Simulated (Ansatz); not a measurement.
Terminations of the (110) surface of bcc V, measured from the surface 'clean 1x1'. Atoms come from or go to: Al: fcc Al, Au: fcc Au, Co: hcp Co, ferromagnetic, Cr: bcc Cr, antiferromagnetic, Ga: alpha gallium, In: tetragonal indium, Pt: fcc Pt, Ti: hcp Ti, V: bcc V, W: bcc W. ΔE is the energy of forming the row's surface from that one (negative: more stable at these reservoirs); the vacuum level's shift is aligned on the shared bottom. No zero-point or thermal terms. These are constructed structures in small cells; real faces may alloy, dewet or reconstruct in larger ones, and not all known structures of the face are among them. Slabs of about 10 Å with all that they carry, Fermi-Dirac smearing of 0.1 eV. Bottom of the slabs: a bare face, its two planes held. Relaxed from the named starts with such symmetry as they have, on meshes of like density; energies extrapolated to zero smearing; no spin-orbit coupling, no U. Spin-polarised runs, if any, are marked in brackets, and their order is one that fits the cell; the others ran without spin. A dash marks a value that is undefined for that row (no clear gap, or no work function of a gapped slab) or was not read reliably on its mesh.

Method: PBE (plane waves to 420 eV, PAW; Ansatz, a quantum-chemistry and plane-wave program).

```tsv
surface	atoms added per 1x1	ΔE per 1x1 (eV)	shift of the vacuum level (eV)	work function (eV)
a layer of W in place of the second plane	-1 V, +1 W	0.11	0.03	4.76
a layer of Co in place of the second plane [spin, 0.9 μB a cell]	+1 Co, -1 V	0.05	0.04	4.77
a pseudomorphic layer of Al in the host's stacking	+1 Al	(withheld)	-0.61	4.12
a layer of Ga in place of the second plane	+1 Ga, -1 V	0.08	0.46	5.19
a layer of Pt in place of the second plane	+1 Pt, -1 V	(withheld)	0.19	4.92
a pseudomorphic layer of In in the host's stacking	+1 In	(withheld)	-1.17	3.56
a pseudomorphic layer of W in the host's stacking	+1 W	(withheld)	0.28	5.01
a pseudomorphic layer of Ga in the host's stacking	+1 Ga	-0.75	-0.46	4.27
clean 1x1	none	0.00	0.00	4.73
a layer of Au in place of the second plane	+1 Au, -1 V	0.62	0.35	5.08
a layer of Cr in place of the second plane [spin start, no net moment]	+1 Cr, -1 V	-0.01	-0.06	4.67
a pseudomorphic layer of Ti in the host's stacking	+1 Ti	0.01	-0.08	4.65
```

Q: Fill in the missing entries.

A: 
- a pseudomorphic layer of Al in the host's stacking, ΔE per 1x1 (eV): -0.69
- a layer of Pt in place of the second plane, ΔE per 1x1 (eV): -0.27
- a pseudomorphic layer of In in the host's stacking, ΔE per 1x1 (eV): 0.28
- a pseudomorphic layer of W in the host's stacking, ΔE per 1x1 (eV): 0.18
